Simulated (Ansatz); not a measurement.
```xyz
4
Lattice="2.4705 0.0000 0.0000 -1.2352 2.1395 0.0000 0.0000 0.0000 6.3347" Properties=species:S:1:pos:R:3 pbc="T T T"
B      1.2352     0.7132     1.5837
B      0.0000     1.4263     4.7511
N      0.0000     1.4263     1.5837
N      1.2352     0.7132     4.7511
```

No spin polarisation.

Computed with Ansatz (a quantum-chemistry and plane-wave program), PBEsol-D3(BJ), PAW, cutoff 420 eV, no SOC. k-mesh 15×15×5 (Γ-centred); smearing 0.05 eV (Fermi–Dirac).

Problem. What pressure (mean of the normal stresses, compression positive) does the calculation give?

Solution. 9.84 GPa.

Problem. Predict the band gap.

Solution. 4.11 eV.

Problem. Estimate the width of the top valence band.

Solution. 3.43 eV.

Problem. Estimate the smallest direct gap.

Solution. 4.53 eV.

The cells carry an imposed strain or load. Stability against distortions was not tested. The cell was made from BN (space group P6_3/mmc, No. 194; layered, stacked along the Cartesian z axis) by this change: isotropic strain −1.20 %.
